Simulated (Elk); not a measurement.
Input and output of a self-consistent single point for Hf (Fd-3m, 2 atoms in the cell) (Elk).

Level of theory: revPBE, all-electron FP-LAPW, Elk's shipped species files, default APW+lo basis in Elk 10.2.4.

```xyz
2
Lattice="0.0000 3.1671 3.1671 3.1671 0.0000 3.1671 3.1671 3.1671 0.0000" Properties=species:S:1:pos:R:3 pbc="T T T"
Hf     4.7507     4.7507     4.7507
Hf     3.1671     3.1671     3.1671
```

Reference input (self-consistent single point, DFT, revPBE, all-electron FP-LAPW, Elk's shipped species files, default APW+lo basis): xctype = 21; rgkmax = 7; stype = 0; swidth = 0.00367493 Ha; ngridk = 9 9 9; vkloff = 0.5 0.5 0.5; rmtscf = 0.87. This run's input differs from it in these lines:

```diff
@@ -16,3 +16,3 @@
 swidth
-  0.00367493
+  0.0110248
 
@@ -34,3 +34,3 @@
 ngridk
-  9 9 9
+  10 10 10
```

The program printed (abridged):

```
│ Self-consistent loop started │
│ Loop number : 1 │
 total energy                :     -30191.1057084
│ Loop number : 2 │
 total energy                :     -30191.4783077
RMS change in Kohn-Sham potential (target) :   0.2538142716     (  0.1000000000E-05)
Absolute change in total energy (target)   :   0.3725992645     (  0.1000000000E-03)
│ Loop number : 3 │
 total energy                :     -30191.6744560
RMS change in Kohn-Sham potential (target) :   0.2403283678     (  0.1000000000E-05)
Absolute change in total energy (target)   :   0.2892981369     (  0.1000000000E-03)
│ Loop number : 4 │
   [... lines left out ...]
Absolute change in total energy (target)   :   0.4806748111E-03 (  0.1000000000E-03)
│ Loop number : 13 │
 total energy                :     -30196.3220177
RMS change in Kohn-Sham potential (target) :   0.1498153276E-06 (  0.1000000000E-05)
Absolute change in total energy (target)   :   0.2615734738E-03 (  0.1000000000E-03)
│ Loop number : 14 │
 total energy                :     -30196.3220305
RMS change in Kohn-Sham potential (target) :   0.1036435590E-06 (  0.1000000000E-05)
Absolute change in total energy (target)   :   0.7817853111E-04 (  0.1000000000E-03)
Convergence targets achieved

│ Loop number : 15 │

Energies :
 Fermi                       :     0.203796936292
 total energy                :     -30196.3220272

Density of states at Fermi energy :    123.8772230
 (states/Hartree/unit cell)

Estimated indirect band gap :   0.4868462929E-03
 from k-point     25 to k-point     16
Estimated direct band gap   :   0.3004944485E-02
 at k-point     71

Charges :
 core                        :    92.00000000
 valence                     :    52.00000000
 interstitial                :    4.768427031
 muffin-tins (core leakage)
  species :    1 (Hf)
   atom    1                 :    69.61578648     (  0.5502532623E-05)
   atom    2                 :    69.61578648     (  0.5502532623E-05)
 total in muffin-tins        :    139.2315730
 total calculated charge     :    143.9952896
 total charge                :    144.0000000
 error                       :   0.4710425808E-02

│ Self-consistent loop stopped │
```

The run converged in 15 iterations. The count includes the last loop, which Elk runs after its targets are met. Against the reference run the total energy goes up by 43.3 meV/atom.

The starting cell was generated: these elements placed on a structure prototype, without a prior relaxation; it need not be a known phase or ordering of this composition. Spin-orbit coupling is off. Values depend on the basis (sphere radii, cutoffs, local orbitals), which need not be converged. The log's line on a gap gives a spacing of levels on this mesh, which the program prints for metals too.

Cost on one core of a shared machine: roughly 30 s.
